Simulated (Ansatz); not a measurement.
## What uniaxial strain ε_zz = +3.00 % does to ZnS

Take ZnS in the wurtzite structure (space group P6_3mc, No. 186; a = 3.7383 Å, c = 6.1429 Å) as the base. Axes: x lies along a and z along c of the hexagonal cell.

One thing is altered: the cell is stretched by 3.00 % along z with no lateral relaxation, atoms relaxed at fixed cell.

All numbers come from LDA (Ansatz, an electronic-structure program, PAW, no spin-orbit coupling). k-mesh 10×10×6 (Γ-centred); smearing 0.05 eV (Fermi–Dirac).

```json
[
 {"quantity": "space group", "base": "P6_3mc (No. 186)", "changed": "P6_3mc (No. 186)", "shift": "–"},
 {"quantity": "shortest interatomic distance", "base": "2.293 Å", "changed": "2.312 Å", "shift": "+0.0183 Å"},
 {"quantity": "energy relative to the base (free energy F)", "base": "0 meV/atom", "changed": "+8.3 meV/atom", "shift": "+8.3 meV/atom"},
 {"quantity": "pressure (mean of the normal stresses, compression positive)", "base": "0.00 GPa", "changed": "-2.45 GPa", "shift": "-2.45 GPa"},
 {"quantity": "band gap", "base": "2.19 eV", "changed": "1.95 eV", "shift": "-0.24 eV"},
 {"quantity": "gap character", "base": "direct at Γ", "changed": "direct at Γ", "shift": "–"},
 {"quantity": "width of the top valence band", "base": "2.37 eV", "changed": "2.34 eV", "shift": "-0.03 eV"},
 {"quantity": "electron mass", "base": "0.15 mₑ along c, 0.18 mₑ across (at Γ)", "changed": "0.14 mₑ along z, 0.18 mₑ across (at Γ)", "shift": "–"},
 {"quantity": "valence-band top at Γ (three highest levels, from the VBM)", "base": "0.00, 0.00, -0.10 eV", "changed": "0.00, 0.00, -0.26 eV", "shift": "–"},
 {"quantity": "largest internal atomic displacement", "base": "–", "changed": "0.015 Å", "shift": "–"},
 {"quantity": "stress (xx, yy, zz, yz, xz, xy; compression positive)", "base": "–", "changed": "(-1.34, -1.34, -4.66, 0.00, 0.00, 0.00) GPa", "shift": "–"}
]
```

Final structure:

```
CELL_PARAMETERS angstrom
      3.73826     0.00000     0.00000
     -1.86913     3.23743     0.00000
      0.00000     0.00000     6.32717
ATOMIC_POSITIONS crystal
  Zn 0.33333 0.66667 0.00292
  Zn 0.66667 0.33333 0.50292
  S  0.33333 0.66667 0.37208
  S  0.66667 0.33333 0.87208
```

Effective masses come from finite differences of ±0.01 Å⁻¹. Whether these cells are dynamically stable was not tested.
